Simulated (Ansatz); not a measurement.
Li on the 1x1 (110) surface of bcc Mo, one in a 1x1 cell, energies for each (7.1 Å²). Energies are against an atom of bcc Li, without zero-point or thermal terms; each row is named by its start.

All values below come from PBE (plane waves to 420 eV, PAW; Ansatz, a program for electronic structure).

Slab: 5 atoms, 6.5 Å thick at the start under the adsorbate (thin: gaps and levels are the slab's own); k 12x12x1, smearing 0.1 eV, dipole-corrected; 2 atoms held, the rest relaxed; each run with such symmetry as its start has; no spin, no spin-orbit, no U, no dispersion correction.

A negative adsorption energy means that the adsorbate is more stable on the surface than in its reference. Starts that drift may end in the same place. Heights count from the host atoms within 0.3 Å of the top one.

```json
[
 {"starting site": "top Mo", "E_ads (eV)": "-0.15", "height (Å)": "2.67", "nearest host atom (Å)": "Mo 2.67", "bonded to": "Mo", "Δ work function (eV)": "-0.79", "lateral drift (Å)": "0.0"},
 {"starting site": "hollow Mo-Mo-Mo", "E_ads (eV)": "-0.54", "height (Å)": "2.24", "nearest host atom (Å)": "Mo 2.74", "bonded to": "4 Mo", "Δ work function (eV)": "-1.36", "lateral drift (Å)": "0.6"},
 {"starting site": "bridge Mo-Mo (span 2.7 Å)", "E_ads (eV)": "-0.34", "height (Å)": "2.43", "nearest host atom (Å)": "Mo 2.79", "bonded to": "2 Mo", "Δ work function (eV)": "-1.04", "lateral drift (Å)": "0.0"},
 {"starting site": "bridge Mo-Mo (span 3.2 Å)", "E_ads (eV)": "-0.54", "height (Å)": "2.24", "nearest host atom (Å)": "Mo 2.74", "bonded to": "4 Mo", "Δ work function (eV)": "-1.35", "lateral drift (Å)": "0.0"}
]
```
